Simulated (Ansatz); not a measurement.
The starting structures come from a database of crystals and need not be the phases stable at ambient conditions.

Consider the following.

```
BiClS
1.0
    3.99041     0.00000     0.00000
    0.00000     9.77878     0.00000
    0.00000     0.00000     7.78784
Bi S Cl
4 4 4
Direct
  0.75000   0.86501   0.14358
  0.25000   0.13499   0.85642
  0.25000   0.36501   0.35642
  0.75000   0.63499   0.64358
  0.25000   0.05160   0.17815
  0.75000   0.94840   0.82185
  0.75000   0.55160   0.32185
  0.25000   0.44840   0.67815
  0.75000   0.31247   0.01574
  0.25000   0.68753   0.98426
  0.25000   0.81247   0.48426
  0.75000   0.18753   0.51574
```

The cell was relaxed by PBE-D3(BJ); by r2SCAN it stands under a pressure of 0.8 GPa.

Transport runs along the normal of the first two printed cell vectors.

The gap is the functional's own, uncorrected, and κ follows it; spin-orbit coupling is left out. Mid-gap means the computed energy nearest the middle.

Task: Estimate the band gap and the smallest decay constant κ at mid-gap that r2SCAN run with Ansatz (a program for electronic structure) returns for this system.

Result: Gap 2.11 eV on a 8×4×4 mesh; κ = 0.275 1/Å, at (0.250, 0.000) of the in-plane reciprocal vectors. At the zone centre the slowest state has κ = 0.36 1/Å.
